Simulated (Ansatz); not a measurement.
**Hypothetical cubic perovskite RbSrBr3 under a change: uniaxial strain ε_xx = +0.33 %**

The parent structure is RbSrBr₃ in the cubic perovskite structure (space group Pm-3m, No. 221; a = 5.9987 Å; a hypothetical phase, not in the database extracts checked). Axes: x, y, z lie along the cube axes.

One thing is altered: uniaxial strain ε_xx = +0.33 %, all other strain components held at zero; the atoms relax in the strained cell.

Computed with PBE in Ansatz (plane waves to 420 eV, PAW, without spin-orbit coupling). Γ-centred 6×6×6 mesh, Fermi–Dirac width 0.05 eV.

```tsv
quantity	base	changed	shift
space group	Pm-3m (No. 221)	P4/mmm (No. 123)	–
shortest interatomic distance	2.999 Å	2.999 Å	0.000 Å
energy relative to the base (free energy F)	0 meV/atom	+0.1 meV/atom	+0.1 meV/atom
band gap	3.88 eV	3.87 eV	-0.01 eV
gap character	–	indirect, A → Γ	–
smallest direct gap	4.12 eV	4.11 eV	-0.01 eV
electron mass	0.40 mₑ (at Γ)	0.40 mₑ (at Γ)	–
valley order (the lowest conduction-band minima on the path, energy above the VBM, named in the base's zone)	Γ 3.88 eV; R along ⟨111⟩ 5.37 eV	Γ 3.87 eV; R along [111] 5.36 eV	–
stress (xx, yy, zz, yz, xz, xy; compression positive)	–	(-0.14, -0.03, -0.03, 0.00, 0.00, 0.00) GPa	–
```

Final structure:

```yaml
crystal:
  lattice:
    - [6.01847, 0.00000, 0.00000]
    - [0.00000, 5.99868, 0.00000]
    - [0.00000, 0.00000, 5.99868]
  atoms:
    - { symbol: Rb, position: [0.00000, 0.00000, 0.00000] }
    - { symbol: Sr, position: [0.50000, 0.50000, 0.50000] }
    - { symbol: Br, position: [0.00000, 0.50000, 0.50000] }
    - { symbol: Br, position: [0.50000, 0.50000, 0.00000] }
    - { symbol: Br, position: [0.50000, 0.00000, 0.50000] }
```

Effective masses come from finite differences of ±0.01 Å⁻¹. No phonon test of stability was made. Many cubic perovskites are stable only at high temperature; tilts and polar distortions were not tested. k-point labels follow each cell's own Brillouin zone.

Ansatz is a quantum-chemistry and plane-wave program.
